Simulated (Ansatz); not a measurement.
An Ansatz (a program for electronic structure) run: CdTe with a change (uniaxial strain ε_zz = −1.00 %); Kohn–Sham DFT with the r2SCAN functional, run in Ansatz with PAW and 500 eV plane waves, no spin-orbit coupling.

Input:

Ansatz 0.2 input:
```yaml
crystal:
  lattice:
    - [0, 3.2788075642, 3.2460194886]
    - [3.2788075642, 0, 3.2460194886]
    - [3.2788075642, 3.2788075642, 0]
  atoms:
    - { symbol: Te, position: [0.75, 0.75, 0.75] }
    - { symbol: Cd, position: [0, 0, 0] }
basis: { ecutwfc: 500, ecutrho_ratio: 4, xc_grid: 4, fft_grid_basis: typed }
kpoints: { mp_grid: { grid: [9, 9, 9] } }
hamiltonian:
  xc: r2scan
  dispersion: none
  pseudopotentials: { kind: paw }
scf: { occupations: { method: fermi_dirac, width: 0.05 }, convergence: { dr2_threshold: 0.0000000002 } }
relax: { f_tol: 0.005, max_steps: 50 }
output: { forces: true, stress: true }
checkpoint: { write: state.ck, write_every: 1000 }
```

Output:

```
Relaxation: its limit of steps is 50 (relax.max_steps)
Pseudopotentials: kind: paw
Pseudopotential: Te, paw, valence charge 16
Pseudopotential: Cd, paw, valence charge 20
Functional definition: r2SCAN
Crystal: 2 atoms, lattice volume = 69.793 Å³
Basis set: ecut = 500 eV, 1807 PW (Γ), exchange–correlation on 144×144×144 points (64 copies of the dense FFT grid, shifted against one another)
Bands: 22, of which v1, the nominal top of the filled ones, is band 18 counted from 1 (17 counted from 0)
Symmetry: 8 space group operations
Space group: I-4m2 (ITA 119), of the structure as read, at distance tolerance 4.1e-5 Å
k-points: 75 of 729 (time reversal used)
PAW frozen core: Te, regenerated for the run's functional
PAW frozen core: Cd, regenerated for the run's functional
Initial density: superposition of atomic densities (neutral atoms: chi_scale 0, normalization atom), corrected by the library's trained network
Initial wavefunctions: pseudopotential atomic-orbital guess
Eigensolver: davidson
Functional: x = r2scan, c = r2scan; τ floored in thin density (d = 2e-4 eV/Å³)
SCF iter   1: F=—  HF=-15264.132921 eV  |F-HF|=—  |Δ(HF+E_count)|=         —  Δρ=4.40e-3  dr2=8.50e-3  dr2_τ=1.07e-2  ethr=1.77e-3  ⟨swp⟩=6.0  Hψ=7896  notcnv=0
all-band conjugate gradients solve this SCF's bands
preconditioner: auto → none
SCF iter   2: F=—  HF=-15264.138673 eV  |F-HF|=—  |Δ(HF+E_count)|=   5.75e-3  Δρ=2.24e-3  dr2=1.49e-3  dr2_τ=3.31e-4  ethr=2.36e-5  ⟨swp⟩=2.8  Hψ=3861  notcnv=0
SCF iter   3: F=—  HF=-15264.139253 eV  |F-HF|=—  |Δ(HF+E_count)|=   5.80e-4  Δρ=1.04e-3  dr2=3.59e-4  dr2_τ=4.59e-5  ethr=4.15e-6  ⟨swp⟩=2.0  Hψ=2241  notcnv=0
SCF iter   4: F=—  HF=-15264.139447 eV  |F-HF|=—  |Δ(HF+E_count)|=   1.94e-4  Δρ=1.04e-4  dr2=6.42e-6  dr2_τ=3.86e-7  ethr=9.98e-7  ⟨swp⟩=2.0  Hψ=3000  notcnv=0
SCF iter   5: F=—  HF=-15264.139434 eV  |F-HF|=—  |Δ(HF+E_count)|=   1.29e-5  Δρ=2.68e-5  dr2=2.19e-7  dr2_τ=1.86e-8  ethr=1.78e-8  ⟨swp⟩=2.2  Hψ=2901  notcnv=0
SCF iter   6: F=—  HF=-15264.139433 eV  |F-HF|=—  |Δ(HF+E_count)|=   8.56e-7  Δρ=5.57e-6  dr2=7.50e-9  dr2_τ=1.04e-9  ethr=6.09e-10  ⟨swp⟩=2.8  Hψ=3080  notcnv=0
SCF iter   7: F=-15264.139433 eV  HF=-15264.139433 eV  |F-HF|=0.00e0  |Δ(HF+E_count)|=   7.16e-9  Δρ=4.15e-7  dr2=6.30e-11  dr2_τ=7.39e-12  ethr=1.00e-12  ⟨swp⟩=4.0  Hψ=7214  notcnv=0
SCF 1 converged in 7 iterations: F = -15264.139433 eV  dr2 = 6.30e-11
relax step   1: F+E_penalty+E_count = -15264.13943293 eV  Δ(F+E_penalty+E_count) = +0.000e0 eV  max|allowed force component| = 9.021e-17 eV/Å  Δτ_max = 0.0000 Å  (7 SCF iters, accepted)
Crystal: 2 atoms, lattice volume = 69.793 Å³
Initial density: handed on by an earlier stage of this run
Initial wavefunctions: those handed on with the density
iter 1 solved again at ethr=1.00e-12 eV; its pass at ethr=3.10e-3 eV (dr2=6.29e-11 eV) is discarded
SCF iter   1: F=—  HF=-15264.139433 eV  |F-HF|=—  |Δ(HF+E_count)|=         —  Δρ=4.15e-7  dr2=6.30e-11  dr2_τ=7.38e-12  ethr=1.00e-12  ⟨swp⟩=2.1  Hψ=8420  notcnv=0
preconditioner: auto → none
SCF iter   2: F=-15264.139433 eV  HF=-15264.139433 eV  |F-HF|=9.09e-12  |Δ(HF+E_count)|=  1.27e-11  Δρ=1.67e-7  dr2=7.43e-12  dr2_τ=1.29e-12  ethr=1.00e-12  ⟨swp⟩=4.0  Hψ=5326  notcnv=0
SCF 2 converged in 2 iterations: F = -15264.139433 eV  dr2 = 7.43e-12
the relaxation is at rest under the 8 symmetry operations that the run kept from its start: a minimum is not shown …
SCF converged after 2 iterations
Free energy (F): -15264.139433 eV
Harris-Foulkes:  -15264.139433 eV  (|F-HF|=9.09e-12)
Internal energy: -15264.139433 eV  (E = F + TS)
E sigma→0 (E₀):  -15264.139433 eV
Entropy (-TS):   -0.000000 eV (-0.000 meV/atom)
Fermi energy:    7.498747 eV
--- Per-component energies (eV) ---
  E_band       = -837.629454
  E_kinetic    = 685.447630
  E_local      = -5476.360197  (includes V_loc(G=0)·N_el)
  E_nonlocal   = -275.691561
  E_hartree    = 2757.806267
  E_xc         = -283.337257
  E_vxc        = -357.444331  (∫ρ·V_xc dr)
  E_paw        = -8792.971479  (= ΣΔE_a)
  E_vpaw       = -953.420929  (= ΣTr[D̂ρ^β])
  E_aug_tail   = -0.000032  (compensation charges beyond the density's cutoff)
  E_vtau       = 24.227364  (kinetic-family band-sum trace: ∫τ·v_τ [+ j·A + Jᵃ·Aᵃ] dr)
  E_ewald      = -3878.752888
  E_core_change = -0.279915  (= ΣΔE_core)
  E_smearing   = -0.000000  (= −TS)
  E_closure    = 0.000000  (closes the sum)
  Σ components = -15264.139433   (vs F -15264.139433, Δ=0.00e0)
  [band-id]    e_kinetic+e_local+e_nonlocal+2·e_hartree+e_vxc+e_vpaw+e_augmentation_tail+e_vtau = -837.629522   (vs E_band -837.629454, Δ=-6.80e-5)
--- Forces (eV/Å), atoms counted from 1 ---
  atom   1  Te    -0.00000000     0.00000000     0.00000000
  atom   2  Cd     0.00000000     0.00000000     0.00000000
  max |Σ_I F_I| component: 1.18e-16 eV/Å
--- Stress (GPa, compression-positive) ---
        0.358700      -0.000000      -0.000000
       -0.000000       0.358700      -0.000000
       -0.000000      -0.000000       0.521252
  P = ⅓ Tr σ = 0.4129 GPa (4.129 kbar)
  The stress holds the Pulay correction. Without it, at fixed plane waves, as pw.x and ABINIT print it: P = 0.3765 GPa
  The stress includes an estimate of the error left by incomplete SCF convergence (largest component 0.0000 GPa).
--- Band table ---
  band table: none
--- Relaxed structure (1 steps of the walk, 1 accepted, 0 SCFs on fresh bases) ---
  F+E_penalty+E_count = -15264.13943293 eV   max|allowed force component| = 9.021e-17 eV/Å
  atoms:
    - { symbol: Te, position: [0.7500000000000001, 0.7500000000000001, 0.7499999999999999] }
    - { symbol: Cd, position: [0.0, 0.0, 0.0] }
```

Spin-orbit coupling, missing from the scalar runs, can matter with Te. Stability against distortions was not tested. The cell was made from CdTe in the zinc blende structure (space group F-43m, No. 216) by this change: uniaxial strain ε_zz = −1.00 %.
